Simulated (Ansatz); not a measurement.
Pair distribution function (total) of Mo (bcc), cell Mo54, begun in the crystal structure [in the run: it stayed crystalline; mean temperature 2163 K (target 2170 K); density 9.57 g/cm³, volume +7 % from the start crystal's; mean pressure -1.0 GPa against a target of 0; one k-point, which a denser mesh shifts by 0.2 GPa in pressure and 0.09 eV/Å in forces], from MD at 2163 K. The numbers are results of PBE (plane waves, PAW; Ansatz, an electronic-structure program), not measurements. Volume per atom 16.65 Å³, mean pressure -1.0 GPa. 

```
r (Å) | g(r)
     1.82 |  0.00
     1.86 |  0.00
     1.90 |  0.00
     1.94 |  0.00
     1.98 |  0.00
     2.02 |  0.00
     2.06 |  0.00
     2.10 |  0.00
     2.14 |  0.00
     2.18 |  0.01
     2.22 |  0.01
     2.26 |  0.04
     2.30 | # 0.09
     2.34 | ## 0.20
     2.38 | ### 0.33
     2.42 | ##### 0.53
     2.46 | ######## 0.74
     2.50 | ############ 1.12
     2.54 | ################ 1.52
     2.58 | #################### 1.94
     2.62 | ####################### 2.25
     2.66 | ########################### 2.60
     2.70 | ############################ 2.71
     2.74 | ############################# 2.82
     2.78 | ############################## 2.90
     2.82 | ############################## 2.87
     2.86 | ############################ 2.67
     2.90 | ############################ 2.69
     2.94 | ########################## 2.52
     2.98 | ######################### 2.39
     3.02 | ####################### 2.19
     3.06 | ###################### 2.12
     3.10 | ##################### 2.04
     3.14 | #################### 1.96
     3.18 | ################### 1.80
     3.22 | ################# 1.69
     3.26 | ################ 1.54
     3.30 | ############### 1.42
     3.34 | ############ 1.17
     3.38 | ########## 1.00
     3.42 | ######## 0.82
     3.46 | ####### 0.71
     3.50 | ###### 0.53
     3.54 | #### 0.40
     3.58 | ### 0.31
     3.62 | ## 0.23
     3.66 | ## 0.18
     3.70 | # 0.12
     3.74 | # 0.09
     3.78 | # 0.05
     3.82 |  0.04
     3.86 |  0.04
     3.90 |  0.04
     3.94 | # 0.05
     3.98 | # 0.08
     4.02 | # 0.11
     4.06 | ## 0.15
     4.10 | ## 0.22
     4.14 | ### 0.29
     4.18 | #### 0.39
     4.22 | ##### 0.53
     4.26 | ####### 0.64
     4.30 | ######## 0.78
     4.34 | ########## 0.94
     4.38 | ########### 1.10
     4.42 | ############ 1.20
     4.46 | ############# 1.26
     4.50 | ############## 1.34
     4.54 | ############## 1.32
     4.58 | ############# 1.29
     4.62 | ############# 1.28
     4.66 | ############ 1.20
     4.70 | ########### 1.06
     4.74 | ########## 0.98
     4.78 | ######### 0.87
```

### Question
From these data, give where the first shell ends and the number of neighbours in it.

### Answer
first minimum near 3.9 Å (g down to about 0.04); 14.0 neighbours in the shell, from n = 4πρ∫r²g(r)dr.
